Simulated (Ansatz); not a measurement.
Zn on the S site (Zn_S) in zinc-blende ZnS: one set of geometries, relaxed with PBE, evaluated in Ansatz (PAW, plane waves to 420 eV, 500 eV under r2SCAN) with PBE, r2SCAN.

Details: 64-site cell; 2×2×2 shifted k-points; start: the S site; charged states image-corrected; energies good to tenths of an eV; flagged in the runs: a doubtful potential alignment.

```json
[
 {"quantity": "host gap (eV)", "PBE": "2.01", "r2SCAN": "…"},
 {"quantity": "ε(+2/+1) above the VBM (eV)", "PBE": "1.36", "r2SCAN": "…"},
 {"quantity": "largest moment on one atom at charge +1 (μB)", "PBE": "0.10", "r2SCAN": "…"}
]
```

Task: Given the lower rungs, what does r2SCAN give?

Result: 
- host gap (eV), r2SCAN: 2.56
- ε(+2/+1) above the VBM (eV), r2SCAN: 1.51
- largest moment on one atom at charge +1 (μB), r2SCAN: 0.11

Ansatz is a first-principles code.
